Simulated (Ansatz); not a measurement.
# NbP, response to strain

Take NbP (space group I4_1md, No. 109; relaxed with 0.1 eV smearing) as the base.

```
CELL_PARAMETERS angstrom
     -1.67345     1.67345     5.71498
      1.67345    -1.67345     5.71498
      1.67345     1.67345    -5.71498
ATOMIC_POSITIONS crystal
  Nb 0.99930 0.99930 0.00000
  Nb 0.74930 0.24930 0.50000
  P  0.41670 0.41670 0.00000
  P  0.16670 0.66670 0.50000
```

Cartesian axes are those of the cell as printed.

Strains are applied to the cell and any free atomic positions relax; under biaxial strain the out-of-plane vector relaxes too.

Calculations: DFT with PBE, PAW potentials and a 420 eV plane-wave cutoff in Ansatz (a quantum-chemistry and plane-wave program), scalar-relativistic without spin-orbit coupling.

Notes on the quantities. energy relative to the base: free energy F.

```json
[
 {"biaxial strain, plane normal [001], relaxed out of plane (%)": "0", "energy relative to the base (meV/atom)": "0.0"},
 {"biaxial strain, plane normal [001], relaxed out of plane (%)": "0.89", "energy relative to the base (meV/atom)": "?"},
 {"biaxial strain, plane normal [001], relaxed out of plane (%)": "1", "energy relative to the base (meV/atom)": "3.6"},
 {"biaxial strain, plane normal [001], relaxed out of plane (%)": "2.6", "energy relative to the base (meV/atom)": "23.8"},
 {"biaxial strain, plane normal [001], relaxed out of plane (%)": "4.33", "energy relative to the base (meV/atom)": "64.4"}
]
```

Task: Fit ΔE = Aε² + Bε³ (ε in %) to the rows shown and predict the withheld row.

Result: Least squares on the printed values gives A = 3.65 and B = -0.050 meV/atom (largest residual 0.0 meV/atom); this predicts 2.9 meV/atom, and the run gives 2.9 meV/atom, in agreement.

Stability against distortions was not tested. All final runs are without spin polarisation.
